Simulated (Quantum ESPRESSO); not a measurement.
Quantum ESPRESSO run on LaO2 (Pm, 6 atoms in the cell): self-consistent single point.

Computed with PBEsol, GBRV 1.5 ultrasoft (PBESOL) pseudopotentials (plane waves; Quantum ESPRESSO).

```xyz
6
Lattice="4.3200 0.0000 0.0000 0.0000 3.9459 0.0000 -1.1022 0.0000 6.2871" Properties=species:S:1:pos:R:3 pbc="T T T"
La     3.2565     2.9594     1.3040
La    -0.0386     0.9865     5.0330
O      0.1465     2.9594     3.4297
O      3.0714     0.9865     2.8574
O      1.0694     2.9594     0.1940
O      2.1485     0.9865     6.0930
```

Reference input (self-consistent single point, DFT, PBEsol, plane waves, GBRV 1.5 ultrasoft (PBESOL) pseudopotentials): ecutwfc = 40 Ry; ecutrho = 200 Ry; occupations = smearing; smearing = gauss; degauss = 0.0073499 Ry; potentials = {La: la_pbesol_v1.uspp.F.UPF, O: o_pbesol_v1.2.uspp.F.UPF}; K_POINTS = automatic 4 4 3 0 0 0; conv_thr = 1e-10 Ry; mixing_beta = 0.3. This run's input differs from it in these lines:

```diff
@@ -18,5 +18,3 @@
  ecutrho = 200
- occupations = 'smearing'
- smearing = 'gauss'
- degauss = 0.0073499
+ occupations = 'tetrahedra_opt'
 /
@@ -37,3 +35,3 @@
 K_POINTS {automatic}
-4 4 3  0 0 0
+3 4 2  0 0 0
```

Output (repeated stretches shortened):

```
     Self-consistent Calculation

     iteration #  1     ecut=    40.00 Ry     beta= 0.30

     negative rho (up, down):  1.513E-01 0.000E+00

     total energy              =    -333.47164884 Ry
     estimated scf accuracy    <       1.64523573 Ry

     iteration #  2     ecut=    40.00 Ry     beta= 0.30

     negative rho (up, down):  1.485E-01 0.000E+00

     total energy              =    -333.47010105 Ry
     estimated scf accuracy    <       2.15823960 Ry

     iteration #  3     ecut=    40.00 Ry     beta= 0.30

     negative rho (up, down):  1.408E-01 0.000E+00

     total energy              =    -333.83568275 Ry
     estimated scf accuracy    <       0.37744544 Ry

   [... 95 blocks of this kind left out ...]

     iteration # 99     ecut=    40.00 Ry     beta= 0.30

     negative rho (up, down):  1.146E-01 0.000E+00

     total energy              =    -333.81688339 Ry
     estimated scf accuracy    <       0.00001699 Ry

     iteration #100     ecut=    40.00 Ry     beta= 0.30

     negative rho (up, down):  1.146E-01 0.000E+00

     total energy              =    -333.81688340 Ry
     estimated scf accuracy    <       0.00000395 Ry
     End of self-consistent calculation

     convergence NOT achieved after 100 iterations: stopping

   JOB DONE.
```

The run ended unconverged after 100 iterations.  The full log also holds: “c_bands:  2 eigenvalues not converged”.

The starting cell comes from a database of computed structures (which also holds hypothetical and non-ambient phases and stackings), without a prior relaxation at this level. Its lattice was rescaled by up to half a per cent. One atom was moved a little off its site on purpose.

Cost on one core of a shared machine: roughly 6 min.
